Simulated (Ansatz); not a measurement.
A relaxation of cell and atoms of BaLi2Mg2Si2 (R-3m, 7 atoms in the cell) with Ansatz (an electronic-structure program).

Method of the run: LDA (PW92), default PAW files made with PBE (plane waves; Ansatz).

The change in words: atoms on their sites; basis.ecutwfc: 420 eV → 355 eV; relax: default → cell and atoms. Reference geometry:
```yaml
crystal:
  lattice:
    - [2.28348, 1.31837, 8.69511]
    - [-2.28348, 1.31837, 8.69511]
    - [0.00000, -2.63673, 8.69511]
  atoms:
    - { symbol: Ba, position: [0.00192, 0.00192, 0.00192] }
    - { symbol: Li, position: [0.57044, 0.57044, 0.57044] }
    - { symbol: Li, position: [0.42956, 0.42956, 0.42956] }
    - { symbol: Mg, position: [0.86433, 0.86433, 0.86433] }
    - { symbol: Mg, position: [0.13567, 0.13567, 0.13567] }
    - { symbol: Si, position: [0.75790, 0.75790, 0.75790] }
    - { symbol: Si, position: [0.24210, 0.24210, 0.24210] }
```

Reference input (self-consistent single point, DFT, LDA (PW92), plane waves, default PAW files made with PBE): basis.ecutwfc = 420 eV; kpoints.mp_grid.grid = 5 5 5; hamiltonian.xc = lda; hamiltonian.pseudopotentials = {kind: paw} (the program's default PAW files); scf.occupations.method = fermi_dirac; scf.occupations.width = 0.1 eV. This run's input differs from it in these lines:

Ansatz 0.2 input:
```diff
@@ -7,3 +7,3 @@
   atoms:
-    - { symbol: Ba, position: [0.001917, 0.001917, 0.001917] }
+    - { symbol: Ba, position: [0.000000, 0.000000, 0.000000] }
     - { symbol: Li, position: [0.570443, 0.570443, 0.570443] }
@@ -15,3 +15,3 @@
 basis:
-  ecutwfc: 420.0 eV
+  ecutwfc: 355.0 eV
 kpoints:
@@ -27,2 +27,4 @@
     width: 0.1 eV
+relax:
+  cell: {}
 output:
```

Output, abridged:

```
   [... SCF lines of the steps left out ...]
relax step   1: F+E_penalty+E_count = -11205.74192705 eV  Δ(F+E_penalty+E_count) = +0.000e0 eV  max|allowed force component| = 1.196e-2 eV/Å  Δτ_max = 0.0000 Å  P = -2.361 GPa  Ω = 157.058 Å³  (8 SCF iters, dr2 threshold 1.00e-7 eV, accepted)
relax step   2: F+E_penalty+E_count = -11205.80911537 eV  Δ(F+E_penalty+E_count) = -6.719e-2 eV  max|allowed force component| = 1.195e-1 eV/Å  Δτ_max = 0.0290 Å  P = +0.881 GPa  Ω = 145.393 Å³  energy of the carried Pulay correction = +8.929e-3 eV  [...]
   [... lines left out ...]
relax step   6: F+E_penalty+E_count = -11205.81323386 eV  Δ(F+E_penalty+E_count) = -2.091e-4 eV  max|allowed force component| = 5.753e-4 eV/Å  Δτ_max = 0.0007 Å  P = +0.000 GPa  Ω = 148.028 Å³  energy of the carried Pulay correction = +1.617e-4 eV  [...]
relax step   7: F+E_penalty+E_count = -11205.81309123 eV  Δ(F+E_penalty+E_count) = +1.426e-4 eV  max|allowed force component| = 5.768e-4 eV/Å  Δτ_max = 0.0000 Å  P = -0.001 GPa  Ω = 148.028 Å³  stress off target by 1.69e-3 GPa  SCF on the basis [...]
basis re-selected at this cell: Δ(F+E_penalty+E_count) = +1.426e-4 eV, ΔP = -0.001 GPa vs the last step
the relaxation is at rest under the 12 symmetry operations that the run kept from its start: a minimum is not shown …
Free energy (F): -11205.813091 eV
Internal energy: -11205.767318 eV  (E = F + TS)
E sigma→0 (E₀):  -11205.790205 eV
Entropy (-TS):   -0.045773 eV (-6.539 meV/atom)
Fermi energy:    6.224986 eV
--- Forces (eV/Å), atoms counted from 1 ---
  atom   1  Ba     0.00000000     0.00000000    -0.00000000
   [... lines left out ...]
  cell:  # Å, volume = 148.0277 Å³
   [... lines left out ...]
    - { symbol: Mg, position: [0.8643040743143736, 0.8643040743143736, 0.8643040743143738] }
    - { symbol: Mg, position: [0.1356959256856262, 0.1356959256856262, 0.13569592568562622] }
    - { symbol: Si, position: [0.757139644181614, 0.757139644181614, 0.757139644181614] }
    - { symbol: Si, position: [0.24286035581838625, 0.24286035581838625, 0.24286035581838628] }
```

The run converged. 

Summary of the result:
```
Property                                                                          Result
-----------------------------------------------  ---------------------------------------
Free energy E − TS (on the zero of these files)                           -11205.8131 eV
Fermi level (on the code's own zero)                                             6.22 eV
Pressure                                                                        0.00 GPa
Final cell                                       a = b = c = 8.932 Å, α = β = γ = 28.99°
Final volume per atom                                                           21.15 Å³
Relaxation steps                                                                       7
```

The starting cell comes from a database of computed structures (which also holds hypothetical and non-ambient phases and stackings), without a prior relaxation at this level. Its lattice was rescaled by up to half a per cent. The relaxation keeps the symmetry of its start, so its end need not be a minimum. Ansatz's pressure includes its estimate of the finite-basis (Pulay) stress. The cutoff lies below the one recommended for these files.
